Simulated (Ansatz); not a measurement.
System: MgO (model structure, started from the CsCl type, Pm-3m, No. 221, 2 atoms in the cell; like a known high-pressure phase). Method: LDA (Ansatz, a program for electronic structure, PAW).

Run with plane-wave cutoff 520 eV, 14×14×14 k mesh, Fermi–Dirac smearing 0.01 eV, scalar-relativistic PAW data made under PBE.

Computed at the level's own relaxed cell.

```yaml
crystal:
  lattice:
    - [2.59819, 0.00000, 0.00000]
    - [0.00000, 2.59819, 0.00000]
    - [0.00000, 0.00000, 2.59819]
  atoms:
    - { symbol: Mg, position: [0.00000, 0.00000, 0.00000] }
    - { symbol: O, position: [0.50000, 0.50000, 0.50000] }
```

**Question.** List the 5 lowest band energies at Γ above −25 eV (eV, relative to the valence band maximum), grouping those that round alike.

**Answer.** At Γ: -18.55, -1.06 (×3), 2.85.

A model structure was made by putting elements into a prototype or built by hand; it is no filed structure, need not be a known phase, and can be a saddle point held by its symmetry.
